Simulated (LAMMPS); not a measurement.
System: Pd (fcc) with 25 % of Pd sites Pt, 4000 atoms, at 1320 K and 0 GPa, heated as the crystal.

Model: classical MD, pair style eam, the elements' _u3.eam files (universal-3 set of Foiles, Baskes and Daw) (LAMMPS).

Q: Give the state found, the most common Pt-Pd-Pt angle, the volume per atom, the density as this potential yields it.

A: state found: crystal; no diffusion seen in 30 ps; most common Pt-Pd-Pt angle: at the 3° bin centred on 58.5°, after smoothing over three bins (mean of all 97°); volume per atom: 15.4671 ± 0.0006 Å³/atom; density: 13.8049 ± 0.0005 g/cm³.

Caution: the random arrangement on this lattice is imposed, and need not be a phase that exists in equilibrium. Caution: a run this short can hold a crystal over, or a liquid under, the potential's own melting point, which these runs don't give.
